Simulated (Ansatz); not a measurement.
**InP (R3m): band-edge transport data**

Data:

```
InP
1.0
   -0.04708     2.93625     2.93625
    2.93625    -0.04708     2.93625
    2.93625     2.93625    -0.04708
In P
1 1
Direct
  0.99867   0.99867   0.99867
  0.25133   0.25133   0.25133
```

The numbers are results of r2SCAN with spin-orbit coupling, rigid bands (plane waves, PAW; Ansatz, an electronic-structure program), not measurements. Condition of this run: biaxial stress in (111) of -2 GPa (compression positive) (the target of the relaxation). Cell: cell and atoms relaxed with PBEsol, then loaded as said.

```
Quantity                                                                                                                                                        Value
---------------------------------------------------------------------------------------------------------------------------------------  ----------------------------
band gap                                                                                                                                                      0.88 eV
electron conductivity mass (300 K, dilute)                                                                                                                   0.082 mₑ
hole conductivity mass (300 K, dilute)                                                                                                                        0.35 mₑ
effective density of states N_c (300 K)                                                                                                                   5.3e17 cm⁻³
effective density of states N_v (300 K)                                                                                                                   9.7e18 cm⁻³
density-of-states mass, electrons                                                                                                                            0.077 mₑ
density-of-states mass, holes                                                                                                                                 0.53 mₑ
Seebeck coefficient, n-type 1e19 cm⁻³, 300 K                                                                                                                 -55 μV/K
Seebeck coefficient, p-type 1e19 cm⁻³, 300 K                                                                                                                 247 μV/K
best p-type power factor at 300 K for τ = 10 fs (best axis; densities from 1e16 to 1e21 cm⁻³ tried, whether or not they can be reached)  11.5 μW/(cm·K²) at 3e20 cm⁻³
```

Rigid bands; masses and Seebeck coefficients take one relaxation time τ for all states and one kind of carrier; polarons and phonon drag are left out. Geometry: cell and atoms relaxed with PBEsol.
